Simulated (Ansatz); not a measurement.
**Element substitutions in hypothetical NiAs type KF**

Base system: KF in the NiAs type structure (space group P6_3/mmc, No. 194; a hypothetical phase, not in the database extracts checked).

```xyz
4
Lattice="3.7393 0.0000 0.0000 -1.8696 3.2383 0.0000 0.0000 0.0000 6.5977" Properties=species:S:1:pos:R:3 pbc="T T T"
K      0.0000     0.0000     0.0000
K      0.0000     0.0000     3.2989
F      0.0000     2.1589     1.6494
F      1.8696     1.0794     4.9483
```

Each row replaces one element on all its sites; cell and atoms are relaxed.

Levels (all Ansatz, a first-principles code, PAW): PBE (420 eV, without spin-orbit coupling); r2SCAN (500 eV, spin-orbit coupling left out).

The base cell above is that of PBE; each level relaxes its own structures.

```tsv
case	shift of the gap caused by the change, PBE	shift of the gap caused by the change, r2SCAN
F → I	-2.12 eV	-2.37 eV
K → H	-3.44 eV	-3.53 eV
K → Na	+0.09 eV	+0.32 eV
F → Cl	-0.92 eV	-1.10 eV
```

The two levels differ by at most about 0.25 eV. They put the cases in the same order.

With I present, leaving out spin-orbit coupling can change the band edges. Stability against distortions was not tested. As relaxed here, KI, HF, NaF and KCl are hypothetical phases, not in the database extracts checked.
